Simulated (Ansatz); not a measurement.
# Fermi-surface data of NiSi (Pnma)

Given:

```yaml
crystal:
  lattice:
    - [5.14397, 0.00000, 0.00000]
    - [0.00000, 3.31314, 0.00000]
    - [0.00000, 0.00000, 5.54488]
  atoms:
    - { symbol: Si, position: [0.82065, 0.75000, 0.58389] }
    - { symbol: Si, position: [0.17935, 0.25000, 0.41611] }
    - { symbol: Si, position: [0.67935, 0.25000, 0.08389] }
    - { symbol: Si, position: [0.32065, 0.75000, 0.91611] }
    - { symbol: Ni, position: [0.50873, 0.25000, 0.68716] }
    - { symbol: Ni, position: [0.49127, 0.75000, 0.31284] }
    - { symbol: Ni, position: [0.99127, 0.75000, 0.18716] }
    - { symbol: Ni, position: [0.00873, 0.25000, 0.81284] }
```

These are r2SCAN, rigid bands (plane waves, PAW, scalar-relativistic; Ansatz, a program for electronic structure) values and carry that method's errors. Condition of this run: functional r2SCAN on the same cell. Geometry: cell and atoms relaxed with PBEsol.

```yaml
density of states at the Fermi level: 1.98 states/(eV·cell), both spins
bare Sommerfeld coefficient: 0.58 mJ/(mol of atoms·K²)
drude_plasma_energy: 5.9 (x), 5.6 (y), 5.0 (z) eV
root-mean-square Fermi velocity: 7.4e5 m/s
resistivity times τ: 14.1 (x), 15.7 (y), 19.6 (z) ×10⁻²² Ω·m·s
```

A metal at this level (no band gap); rigid bands, thermally averaged at 300 K, both spins. Spin-orbit coupling is left out. τ is one relaxation time for all states.

Treated as nonmagnetic (a ferromagnetic start lost its moment, other orders weren't tried): NiSi (Pnma).
